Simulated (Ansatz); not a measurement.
The slab is monolayer graphene, 5x5 cell, one far atom fixed; cell 12.3 x 12.3 Å at 60°; in-plane lattice constant set by hand. All values below come from PBE-D3(BJ) (plane waves to 420 eV, PAW; Ansatz, a first-principles code). Sampling: 3x3x1 k points. The slab states were run without spin polarisation. Results hold for this cell, coverage and mesh. Barriers come from a climbing-image nudged elastic band between relaxed ends, or a saddle search from its top (force threshold 0.05 eV/Å), without zero-point or thermal terms. A partial Hessian shows a single imaginary mode at the top, within the atoms moved. The ends were relaxed from one prepared geometry each.

Structure at the top of the path for: TMG dissociates at its Ga-C bond, Ga on C and C on C (ending with C(24)-C(a1), C(25)-Ga(a0)).

```yaml
crystal:
  lattice:
    - [12.33000, 0.00000, 0.00000]
    - [6.16500, 10.67809, 0.00000]
    - [0.00000, 0.00000, 19.00000]
  atoms:
    - { symbol: C, position: [0.00197, 0.99791, 0.05263] }
    - { symbol: C, position: [0.06864, 0.06460, 0.05300] }
    - { symbol: C, position: [0.00213, 0.19783, 0.05264] }
    - { symbol: C, position: [0.06862, 0.26461, 0.05316] }
    - { symbol: C, position: [0.00201, 0.39785, 0.05188] }
    - { symbol: C, position: [0.06856, 0.46470, 0.05312] }
    - { symbol: C, position: [0.00196, 0.59781, 0.05216] }
    - { symbol: C, position: [0.06873, 0.66429, 0.05374] }
    - { symbol: C, position: [0.00201, 0.79786, 0.05243] }
    - { symbol: C, position: [0.06853, 0.86463, 0.05332] }
    - { symbol: C, position: [0.20185, 0.99812, 0.05324] }
    - { symbol: C, position: [0.26864, 0.06458, 0.05383] }
    - { symbol: C, position: [0.20221, 0.19819, 0.05533] }
    - { symbol: C, position: [0.26852, 0.26447, 0.05932] }
    - { symbol: C, position: [0.20186, 0.39849, 0.05855] }
    - { symbol: C, position: [0.26662, 0.46546, 0.06504] }
    - { symbol: C, position: [0.20201, 0.59714, 0.05964] }
    - { symbol: C, position: [0.26844, 0.66515, 0.06011] }
    - { symbol: C, position: [0.20207, 0.79775, 0.05542] }
    - { symbol: C, position: [0.26847, 0.86479, 0.05384] }
    - { symbol: C, position: [0.40187, 0.99797, 0.05294] }
    - { symbol: C, position: [0.46876, 0.06448, 0.05447] }
    - { symbol: C, position: [0.40255, 0.19777, 0.05990] }
    - { symbol: C, position: [0.46945, 0.26267, 0.06668] }
    - { symbol: C, position: [0.39976, 0.39657, 0.08773] }
    - { symbol: C, position: [0.46975, 0.46565, 0.07379] }
    - { symbol: C, position: [0.40145, 0.59864, 0.06188] }
    - { symbol: C, position: [0.46819, 0.66471, 0.05496] }
    - { symbol: C, position: [0.40159, 0.79816, 0.05289] }
    - { symbol: C, position: [0.46848, 0.86462, 0.05174] }
    - { symbol: C, position: [0.60186, 0.99788, 0.05325] }
    - { symbol: C, position: [0.66826, 0.06470, 0.05445] }
    - { symbol: C, position: [0.60111, 0.19806, 0.06030] }
    - { symbol: C, position: [0.66924, 0.26426, 0.05921] }
    - { symbol: C, position: [0.60264, 0.39732, 0.06109] }
    - { symbol: C, position: [0.66874, 0.46424, 0.05432] }
    - { symbol: C, position: [0.60181, 0.59781, 0.05354] }
    - { symbol: C, position: [0.66845, 0.66444, 0.05125] }
    - { symbol: C, position: [0.60182, 0.79787, 0.05113] }
    - { symbol: C, position: [0.66857, 0.86436, 0.05126] }
    - { symbol: C, position: [0.80183, 0.99803, 0.05256] }
    - { symbol: C, position: [0.86866, 0.06447, 0.05300] }
    - { symbol: C, position: [0.80176, 0.19802, 0.05450] }
    - { symbol: C, position: [0.86883, 0.26444, 0.05283] }
    - { symbol: C, position: [0.80217, 0.39758, 0.05197] }
    - { symbol: C, position: [0.86865, 0.46447, 0.05082] }
    - { symbol: C, position: [0.80189, 0.59781, 0.05055] }
    - { symbol: C, position: [0.86842, 0.66452, 0.05065] }
    - { symbol: C, position: [0.80184, 0.79780, 0.05086] }
    - { symbol: C, position: [0.86857, 0.86457, 0.05143] }
    - { symbol: Ga, position: [0.49656, 0.47060, 0.19164] }
    - { symbol: C, position: [0.36831, 0.38348, 0.18598] }
    - { symbol: H, position: [0.29127, 0.47039, 0.20780] }
    - { symbol: H, position: [0.32973, 0.32302, 0.17294] }
    - { symbol: H, position: [0.44084, 0.32732, 0.22575] }
    - { symbol: C, position: [0.65876, 0.33556, 0.22487] }
    - { symbol: H, position: [0.67693, 0.24421, 0.20575] }
    - { symbol: H, position: [0.73405, 0.35126, 0.20636] }
    - { symbol: H, position: [0.65835, 0.33572, 0.28270] }
    - { symbol: C, position: [0.38306, 0.63840, 0.22855] }
    - { symbol: H, position: [0.42047, 0.70038, 0.21631] }
    - { symbol: H, position: [0.28964, 0.67785, 0.20532] }
    - { symbol: H, position: [0.37671, 0.63262, 0.28595] }
```

The forward barrier is 2.83 eV and the backward barrier is 0.67 eV. The path length is 6.11 Å. The band iterations is 14. The movable images comes out as 5 and the barrier without the D3 term at these geometries comes out as 2.96 eV. The cost of this run is roughly 4 core-hours.

Here TMG is trimethylgallium.
